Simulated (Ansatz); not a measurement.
Take GaCuSe2 in the chalcopyrite structure (space group I-42d, No. 122; a = 5.508 Å, c = 10.962 Å) as the base. Axes: x, y, z lie along a, b, c of the conventional cell.

Computed with LDA (Ansatz, a program for electronic structure), scalar-relativistic without spin-orbit coupling.

For the base:

- Valence-band top at Γ: 0.00, -0.09, -0.09 eV
- Band gap: 0.17 eV
- Shortest interatomic distance: 4.446 bohr

Now apply this change: uniaxial strain ε_zz = +0.75 %, all other strain components held at zero, atoms relaxed at fixed cell.

Problem. Predict the new valence-band top at Γ, band gap, shortest interatomic distance and stress.

Solution. The valence-band top at Γ (three highest levels, from the VBM) becomes 0.00, -0.07, -0.07 eV (base: 0.00, -0.09, -0.09 eV); the band gap falls by 0.02 eV, from 0.17 eV to 0.15 eV; the shortest interatomic distance rises by 0.011 bohr (4.446 bohr → 4.457 bohr); the stress (xx, yy, zz, yz, xz, xy; compression positive) amounts to (-0.47, -0.47, -0.78, 0.00, 0.00, 0.00) GPa.

Whether these cells are dynamically stable was not tested. The final runs are not spin-polarised. The zero or small gap of GaCuSe2 can change with the level of theory.
